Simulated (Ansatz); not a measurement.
BAs (model structure, P6₂22, No. 180, 6 atoms in the cell), treated with PBEsol in Ansatz (PAW).

Numerical settings: plane-wave cutoff 520 eV, 18×18×8 k mesh (along the axes of the cell as run), Fermi–Dirac smearing 0.05 eV, scalar-relativistic PAW data made under PBE.

Cell (relaxed with PBEsol):

AsB is taken in the hexagonal space group P6₂22 (No. 180), Pearson symbol hP6. Conventional cell: a = b = 3.429 Å, c = 7.403 Å, α = β = 90.00°, γ = 120.00°. B on 3d is surrounded by 4 As at 2.112 Å. As on 3c sees 4 B at 2.112 Å. (Neighbours: up to the widest gap in distance over summed covalent radii, below 1.35, at either atom.)

Q: Estimate the band gap that the calculation returns.

A: 
band gap: 0.31 eV (on the SCF k mesh)

Note: the relaxation could raise the start's symmetry but not lower it, so the cell can be a saddle point.

Spin–orbit coupling is not included.

The computed numbers hold no vibrational or temperature effects.

Computing time: about 50 core-seconds (a rough figure).

A model structure was made by putting elements into a prototype or built by hand; it is no filed structure, need not be a known phase, and can be a saddle point held by its symmetry.

Ansatz is an electronic-structure program.
